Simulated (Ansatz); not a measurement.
Take Pt in the fcc (Cu type) structure (space group Fm-3m, No. 225; relaxed with 0.1 eV smearing) as the base.

```cif
data_Pt4
_chemical_formula_sum 'Pt4'
_space_group_name_H-M_alt 'Fm-3m'
_space_group_IT_number 225
_space_group_name_Hall '-F 4 2 3'
_cell_length_a 3.97206
_cell_length_b 3.97206
_cell_length_c 3.97206
_cell_angle_alpha 90.000
_cell_angle_beta 90.000
_cell_angle_gamma 90.000
loop_
_atom_site_label
_atom_site_type_symbol
_atom_site_symmetry_multiplicity
_atom_site_Wyckoff_symbol
_atom_site_fract_x
_atom_site_fract_y
_atom_site_fract_z
_atom_site_occupancy
Pt1 Pt 4 a 0.00000 0.00000 0.00000 1
```
(The calculation used a cell of 1 atom; values per cell refer to that cell.)

The values are results of plane-wave PAW DFT at the PBE level (Ansatz, a first-principles code, 420 eV), scalar-relativistic without spin-orbit coupling, not measurements.

Before the change:

- Pressure = 0.0 GPa
- Band gap = zero

Modification: an isotropic linear strain of +2.00 %, atoms relaxed at fixed cell.

Q: Estimate the effect on the pressure.

A: The pressure goes from zero to -12.4 GPa.

Q: Estimate the effect on the energy relative to the base.

A: The energy increases by 40 meV/atom.

Q: Estimate the effect on the band gap.

A: The band gap stays zero.

Stability against distortions was not tested. All final runs are without spin polarisation. Pt lies near a magnetic instability that expansion can trigger; it was not tested.
